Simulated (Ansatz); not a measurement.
We consider CdSe (model structure, started from the BN type, Pm-3n, No. 223, 12 atoms in the cell), described by r²SCAN (Ansatz, a first-principles code, PAW).

Output (set-up and result lines):

```
Crystal: 12 atoms, lattice volume = 419.333 Å³
Basis set: ecut = 560 eV, 12557 PW (Γ), exchange–correlation on 180×180×180 points (27 copies of the dense FFT grid, shifted against one another)
Bands: 130, of which v1, the nominal top of the filled ones, is band 108 counted from 1 (107 counted from 0)
Symmetry: 48 space group operations
Space group: Pm-3n (ITA 223), of the structure as read, at distance tolerance 7.5e-5 Å
k-points: 20 of 216
Functional: x = r2scan, c = r2scan; τ floored in thin density (d = 2e-4 eV/Å³)
SCF iter   1: F=—  HF=-82485.667993 eV  |F-HF|=—  |Δ(HF+E_count)|=         —  Δρ=4.72e-3  dr2=6.01e-2  dr2_τ=8.85e-2
SCF iter   2: F=—  HF=-82485.720737 eV  |F-HF|=—  |Δ(HF+E_count)|=   5.27e-2  Δρ=2.60e-3  dr2=1.49e-2  dr2_τ=2.71e-3
  ...
SCF iter   8: F=—  HF=-82485.727905 eV  |F-HF|=—  |Δ(HF+E_count)|=   1.21e-7  Δρ=5.79e-7  dr2=2.03e-9  dr2_τ=1.28e-10
SCF iter   9: F=-82485.727905 eV  HF=-82485.727905 eV  |F-HF|=2.91e-10  |Δ(HF+E_count)|=   9.08e-9  Δρ=1.16e-7  dr2=1.37e-10  dr2_τ=2.70e-12
SCF 1 converged in 9 iterations: F = -82485.727905 eV  dr2 = 1.37e-10
SCF converged after 9 iterations
Free energy (F): -82485.727905 eV
Internal energy: -82485.727905 eV  (E = F + TS)
E sigma→0 (E₀):  -82485.727905 eV
Fermi energy:    5.433333 eV
--- Stress (GPa, compression-positive) ---
        1.066213      -0.000000       0.000000
       -0.000000       1.066213       0.000000
        0.000000       0.000000       1.066213
  P = ⅓ Tr σ = 1.0662 GPa (10.662 kbar)
```

Q: Write an input file that could have produced this run (the log leaves some choices open).

A: This is not unique; one that fits is 
Ansatz 0.2 input:
```yaml
crystal:
  lattice:
    - [7.4849049243, 0.0, 0.0]
    - [0.0, 7.4849049243, 0.0]
    - [0.0, 0.0, 7.4849049243]
  atoms:
    - { symbol: Cd, position: [0.25, 0.0, 0.5] }
    - { symbol: Cd, position: [0.5, 0.25, 0.0] }
    - { symbol: Cd, position: [0.5, 0.75, 0.0] }
    - { symbol: Cd, position: [0.75, 0.0, 0.5] }
    - { symbol: Cd, position: [0.0, 0.5, 0.75] }
    - { symbol: Cd, position: [0.0, 0.5, 0.25] }
    - { symbol: Se, position: [0.25, 0.5, 0.0] }
    - { symbol: Se, position: [0.0, 0.25, 0.5] }
    - { symbol: Se, position: [0.0, 0.75, 0.5] }
    - { symbol: Se, position: [0.75, 0.5, 0.0] }
    - { symbol: Se, position: [0.5, 0.0, 0.75] }
    - { symbol: Se, position: [0.5, 0.0, 0.25] }
basis:
  ecutwfc: 560
  ecutrho_ratio: 4
  xc_grid: 3
kpoints:
  mp_grid: { grid: [6, 6, 6] }
  band_path:
    path:
      - [0.0, 0.0, 0.0]
      - [0.0, 0.166667, 0.0]
      - [0.0, 0.333333, 0.0]
      - [0.0, 0.5, 0.0]
      - [0.166667, 0.5, 0.0]
      - [0.333333, 0.5, 0.0]
      - [0.5, 0.5, 0.0]
      - [0.4, 0.4, 0.0]
      - [0.3, 0.3, 0.0]
      - [0.2, 0.2, 0.0]
      - [0.1, 0.1, 0.0]
      - [0.071429, 0.071429, 0.071429]
      - [0.142857, 0.142857, 0.142857]
      - [0.214286, 0.214286, 0.214286]
      - [0.285714, 0.285714, 0.285714]
      - [0.357143, 0.357143, 0.357143]
      - [0.428571, 0.428571, 0.428571]
      - [0.5, 0.5, 0.5]
      - [0.4, 0.5, 0.4]
      - [0.3, 0.5, 0.3]
      - [0.2, 0.5, 0.2]
      - [0.1, 0.5, 0.1]
      - [0.5, 0.5, 0.333333]
      - [0.5, 0.5, 0.166667]
    npoints: 1
hamiltonian:
  xc: r2scan
  dispersion: none
  pseudopotentials: { kind: paw }
scf:
  occupations: { method: fermi_dirac, width: 0.01 }
  convergence: { dr2_threshold: 0.0000000012 }
output:
  forces: true
  stress: true
  eigenvalues: true
  write_bands: true
```

The PAW data were made under PBE.

Note: the relaxation could raise the start's symmetry but not lower it, so the cell can be a saddle point. Note: cell and atoms aren't relaxed at this level (pressure 1.1 GPa).

Computing time: about 2.3 core-minutes (a rough figure).

A model structure was made by putting elements into a prototype or built by hand; it is no filed structure, need not be a known phase, and can be a saddle point held by its symmetry.
